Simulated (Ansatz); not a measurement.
The starting structures come from a database of crystals and need not be the phases stable at ambient conditions.

The decay constant κ of evanescent states in the gap governs leakage through a thin film.

Data:

```
YFO
1.0
    6.57436     0.00000     0.00000
    2.19145     6.29663     0.00000
    3.28718     0.00000     1.89785
Y O F
2 2 2
Cartesian
  5.47864   1.41492   1.89785
  9.86154   4.88171   1.89785
  7.67009   5.43715   1.89785
  7.67009   0.85948   1.89785
  6.57436   2.46557   0.00000
  5.47864   3.83106   1.89785
```

Space group of this cell: R-3m. The cell is taken as given; by PBEsol its mean pressure is -2.4 GPa.

Transport runs along the normal of the first two printed cell vectors, the (110) plane of the conventional cell.

No gap correction and no spin-orbit coupling; mid-gap values are interpolated between computed energies.

Question: Give the band gap and the smallest decay constant κ at mid-gap that PBEsol run with Ansatz (a quantum-chemistry and plane-wave program) yields.

Answer: Gap 4.95 eV on a 16×16×16 mesh; κ = 0.447 1/Å, at the zone centre.
